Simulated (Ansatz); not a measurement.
A set of cells, compared by their band gap.

Cell A: FeSi2 (Cmce), 24 atoms in the cell; spin state with r2SCAN: no moments, k-point mesh 6×6×5 on the run's own vectors.
```xyz
24
Lattice="4.9072 -3.8522 0.0000 -4.9072 -3.8522 0.0000 0.0000 0.0000 -7.7549" Properties=species:S:1:pos:R:3 pbc="T T T"
Fe     0.0000    -6.2163    -5.3338
Fe     0.0000    -1.4882    -2.4211
Fe     0.0000    -5.3404    -1.4563
Fe     0.0000    -2.3641    -6.2985
Fe     2.1280    -3.8522     0.0000
Fe    -2.1280    -3.8522     0.0000
Fe     2.7792    -3.8522    -3.8774
Fe    -2.7792    -3.8522    -3.8774
Si     1.2432    -3.5102    -2.1168
Si    -1.2432    -4.1942    -5.6381
Si     3.6639    -4.1942    -5.9942
Si    -3.6639    -3.5102    -1.7607
Si     1.2432    -4.1942    -5.6381
Si    -1.2432    -3.5102    -2.1168
Si     3.6639    -3.5102    -1.7607
Si    -3.6639    -4.1942    -5.9942
Si     1.2583    -5.5975    -3.4945
Si    -1.2583    -2.1070    -4.2604
Si    -1.2583    -5.9592    -7.3719
Si     1.2583    -1.7452    -0.3830
Si     1.2583    -2.1070    -4.2604
Si    -1.2583    -5.5975    -3.4945
Si    -1.2583    -1.7452    -0.3830
Si     1.2583    -5.9592    -7.3719
```

Cell B: CoSi2 (Fm-3m), 3 atoms in the cell; spin state with r2SCAN: no moments, k-point mesh 12×12×12 on the run's own vectors.
```xyz
3
Lattice="0.0000 2.6575 2.6575 2.6575 0.0000 2.6575 2.6575 2.6575 0.0000" Properties=species:S:1:pos:R:3 pbc="T T T"
Co     0.0000     0.0000     0.0000
Si     3.9862     3.9862     3.9862
Si     1.3287     1.3287     1.3287
```

Cell C: NiSi2 (Fm-3m), 3 atoms in the cell; spin state with r2SCAN: no moments, k-point mesh 12×12×12 on the run's own vectors.
```
NiSi2
1.0
    0.00000     2.69198     2.69198
    2.69198     0.00000     2.69198
    2.69198     2.69198     0.00000
Si Ni
2 1
Direct
  0.25000   0.25000   0.25000
  0.75000   0.75000   0.75000
  0.00000   0.00000   0.00000
```

Plane-wave PAW calculations with Ansatz (an electronic-structure program), its default PAW set, cutoff 500 eV. The structures are at rest with r2SCAN. Neutral cells; Fermi-Dirac smearing of at most 0.05 eV in the solids, energies taken to zero width. Larger cells are relaxed on a coarser mesh till forces fall under 0.03 eV/Å, which some starts already meet. The structures are the rest points that the relaxations reached, not proven lowest. A dispersion term ran beside these levels; it doesn't touch the electrons. Gaps are highest filled to lowest empty Kohn-Sham level on the run's k-point mesh, states of defects and surfaces included; edges off the mesh make the true gap smaller, and under 0.08 eV counts as none; a gap is called direct where the least direct separation is within 0.02 eV of it.

### Question
Predict the band gap (eV) of each cell with r2SCAN.

### Answer
| cell | r2SCAN |
|---|---|
| A | 0.95 |
| B | none |
| C | none |

With r2SCAN the value is lowest for B and C and highest for A.
